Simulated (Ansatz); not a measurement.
The decay constant κ of evanescent states in the gap governs leakage through a thin film.

```xyz
4
Lattice="3.2373 0.0000 0.0000 -1.6187 2.8036 0.0000 0.0000 0.0000 5.2221" Properties=species:S:1:pos:R:3 pbc="T T T"
Zn     1.6187     0.9345     2.6141
Zn     0.0000     1.8691     0.0031
O      1.6187     0.9345     4.5940
O      0.0000     1.8691     1.9829
```

The cell is taken as given; by r2SCAN it stands under a pressure of -0.5 GPa.

Transport runs along the normal of the first two printed cell vectors, the (001) plane of the conventional cell.

No gap correction and no spin-orbit coupling; mid-gap is the computed energy nearest the middle.

Compute, with r2SCAN run with Ansatz (a first-principles code), the band gap and the smallest decay constant κ at mid-gap.

Gap 1.23 eV on a 12×12×6 mesh; κ = 0.131 1/Å, at the zone centre.
